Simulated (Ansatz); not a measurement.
# Hypothetical P6_422 BP, response to strain

Consider BP (space group P6_422, No. 181; a hypothetical phase, not in the database extracts checked).

```
CELL_PARAMETERS angstrom
      3.27886     0.00000     0.00000
     -1.63943     2.83957     0.00000
      0.00000     0.00000     6.99543
ATOMIC_POSITIONS crystal
  B  0.00000 0.50000 0.33333
  B  0.50000 0.50000 0.66667
  B  0.50000 0.00000 0.00000
  P  0.00000 0.50000 0.83333
  P  0.50000 0.50000 0.16667
  P  0.50000 0.00000 0.50000
```

Cartesian axes are those of the cell as printed.

Strains are applied to the cell and any free atomic positions relax; under biaxial strain the out-of-plane vector relaxes too.

Levels (all Ansatz, a first-principles code, PAW): PBE (420 eV, spin-orbit coupling left out); PBEsol (420 eV, scalar-relativistic without spin-orbit coupling).

The base cell above is that of PBE; each level relaxes its own structures.

Notes on the quantities. pressure: mean of the normal stresses, compression positive.

```tsv
case	pressure, PBE	pressure, PBEsol
biaxial strain −2.07 %, plane normal [001], relaxed out of plane	6.4 GPa	6.6 GPa
biaxial strain −1.06 %, plane normal [001], relaxed out of plane	3.2 GPa	[?]
biaxial strain −0.15 %, plane normal [001], relaxed out of plane	0.4 GPa	[?]
biaxial strain +4.01 %, plane normal [001], relaxed out of plane	-10.0 GPa	-10.4 GPa
isotropic strain −0.70 %	3.8 GPa	4.0 GPa
isotropic strain +0.51 %	-2.5 GPa	-2.7 GPa
isotropic strain +2.32 %	-10.3 GPa	-10.9 GPa
uniaxial strain ε_yy = +1.11 %	-1.9 GPa	[?]
uniaxial strain ε_zz = +0.95 %	-1.6 GPa	-1.6 GPa
uniaxial strain ε_zz = +2.45 %	-3.8 GPa	[?]
tensor shear ε_xz = +2.72 %	0.5 GPa	[?]
strain tensor (xx, yy, zz, yz, xz, xy) = (+0.69, +0.37, −1.52, +0.03, +0.80, +1.30) %	0.9 GPa	[?]
```

### Question
What belongs in the blanks?

### Answer

- biaxial strain −1.06 %, plane normal [001], relaxed out of plane, pressure, PBEsol: 3.3 GPa
- biaxial strain −0.15 %, plane normal [001], relaxed out of plane, pressure, PBEsol: 0.4 GPa
- uniaxial strain ε_yy = +1.11 %, pressure, PBEsol: -2.0 GPa
- uniaxial strain ε_zz = +2.45 %, pressure, PBEsol: -4.1 GPa
- tensor shear ε_xz = +2.72 %, pressure, PBEsol: 0.5 GPa
- strain tensor (xx, yy, zz, yz, xz, xy) = (+0.69, +0.37, −1.52, +0.03, +0.80, +1.30) %, pressure, PBEsol: 0.9 GPa

The two levels differ by at most about 0.6 GPa. They put the cases in the same order.

The mesh was chosen for an insulator and is coarse for the gapless case. No phonon test of stability was made. The base started in P3_121 and relaxed to P6_422 at this level. The final runs are not spin-polarised.
